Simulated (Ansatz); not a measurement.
## W on the 1x1 (110) surface of rutile TiO2 (cut with top plane O), one in a 2x1 cell, started at the site 'over O at depth 1.2 Å'

Host crystal: rutile TiO2, with a band gap (PBE, scalar-relativistic without spin-orbit coupling).

Computed with PBE (plane waves to 420 eV, PAW; Ansatz, a quantum-chemistry and plane-wave program).

Model: 49-atom slab, 12.7 Å thick at the start under the adsorbate, 4x3x1 mesh, Fermi-Dirac 0.01 eV, dipole correction, 24 atoms held, the rest relaxed; held to the start's symmetry, so lower structures may exist; spin-polarised, ending with about 1.5 μB a cell, a value that depends on the mesh; orders that need a larger cell were not tried, no spin-orbit, no U, no dispersion correction. The slab shows no gap over 0.04 eV on its mesh. At the end it is bonded to 3 O + 5 Ti. In PBE it is, or lies within 0.03 eV of, the lowest of the starts that converged.

```
Property                                                                                                                                                                                       Value
-------------------------------------------------------------------------------------------------------------  -------------------------------------------------------------------------------------
energy of the end state, in which the adsorbate broke or entered a bond of the host, against an atom of bcc W                                                                                4.22 eV
change of the step from the bottom to the top vacuum level, against the clean slab                                                                                                          -0.79 eV
energy released by relaxation                                                                                                                                                                3.65 eV
height of the binding atom over the mean of the host atoms within 0.3 Å of the top one                                                                                                      -0.404 Å
largest move of a host atom                                                                                                                                                                   1.31 Å
caution                                                                                                        the host itself rearranges in this cell, so the energy holds part of a reconstruction
note                                                                                                                                 in the relaxation the adsorbate left its starting site by 1.5 Å
```

A negative adsorption energy means that the adsorbate is more stable on the surface than in its reference.
